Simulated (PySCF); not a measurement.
PySCF 2.14.0, WB97X/def2-svp, df: CN(C)[SiH2][SiH](C)C, 22 atoms. The geometry is a generated start, not checked to be a minimum at this level.

```yaml
task: energy
method: wb97x
basis: def2-svp
two_electron_scheme: density fitting
mol.max_memory: 3000 MB
mf.max_cycle: 100
mf.conv_tol: 1e-09 (default)
mf.grids.level: 3 (default)
basis_functions: 181
grid_points: 255856
```

```xyz
22

Si     1.4272     0.5646     0.4332
C      2.6959     1.7751    -0.3097
C      2.2292    -1.1642     0.4336
Si    -0.5082     0.6262    -0.8348
N     -1.6747    -0.4342    -0.1370
C     -1.9991    -0.3842     1.2645
C     -2.7542    -0.9863    -0.9128
H      1.2782     0.9573     1.8551
H      2.8953     1.5460    -1.3536
H      3.6435     1.7379     0.2195
H      2.3369     2.7987    -0.2658
H      2.4434    -1.4925    -0.5804
H      1.5692    -1.9037     0.8782
H      3.1640    -1.1831     0.9873
H     -1.0103     2.0078    -1.0434
H     -0.3550     0.0835    -2.1943
H     -1.1585     0.0072     1.8301
H     -2.2315    -1.3886     1.6296
H     -2.8724     0.2525     1.4546
H     -2.4569    -1.0713    -1.9548
H     -3.6562    -0.3656    -0.8590
H     -3.0057    -1.9829    -0.5402
```

With the defaults (mf.diis = true, mf.DIIS = CDIIS, mf.level_shift = 0, mf.init_guess = minao, mf.diis_damp = 0, mf.diis_space = 8, mf.damp = 0, mf.diis_start_cycle = 1) it converges in 12 Fock builds. One run each on 2 threads, 1 BLAS thread, with these changes:
- mf.diis_damp = 0.3
- mf.diis = false
- mf.init_guess = huckel
- mf.level_shift = 1 Hartree
- mf.DIIS = EDIIS
- mf.diis_space = 3
- mf.diis = false, mf.damp = 0.7, mf.diis_start_cycle = 999
- mf.init_guess = mod_huckel
- mf.level_shift = 0.1 Hartree

### Question
Name the settings that don't reach the solution of the defaults.

### Answer
No convergence: mf.diis = false (the run ends without SCF convergence in 100 cycles). The rest reach the solution of the defaults.

```csv
setting,Fock builds,end
the defaults,12,same solution
mf.diis_damp = 0.3,12,same solution
mf.level_shift = 0.1 Hartree,13,same solution
mf.init_guess = mod_huckel,13,same solution
mf.init_guess = huckel,13,same solution
mf.diis_space = 3,14,same solution
mf.level_shift = 1 Hartree,26,same solution
"mf.diis = false, mf.damp = 0.7, mf.diis_start_cycle = 999",37,same solution
mf.DIIS = EDIIS,44,same solution
mf.diis = false,101,no convergence
```
